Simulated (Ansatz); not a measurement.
**La2O3, pressure series**

Consider La2O3 (space group P-3m1, No. 164; a = 3.940 Å, c = 6.188 Å).

Cell and atoms are relaxed at each pressure.

Computed with PBE (Ansatz, a first-principles code), no spin-orbit coupling.

```csv
P (GPa),V (Å³/atom)
-2.00,16.961
-1.00,16.798
0.90,16.507
2.10,16.335
4.50,16.013
8.99,15.478
14.99,14.869
22.50,14.237
30.00,13.717
```

Question: Fit a third-order Birch–Murnaghan equation of state.

Answer: Least squares on P(V) = (3B₀/2)[(V₀/V)^(7/3) − (V₀/V)^(5/3)]·[1 + (3/4)(B₀′ − 4)((V₀/V)^(2/3) − 1)] gives V₀ = 16.64 Å³/atom, B₀ = 108 GPa and B₀′ = 3.8.

Load acts through the strain it causes; cell and atoms are relaxed under it. Whether these cells are dynamically stable was not tested. Competing high-pressure phases were not computed.
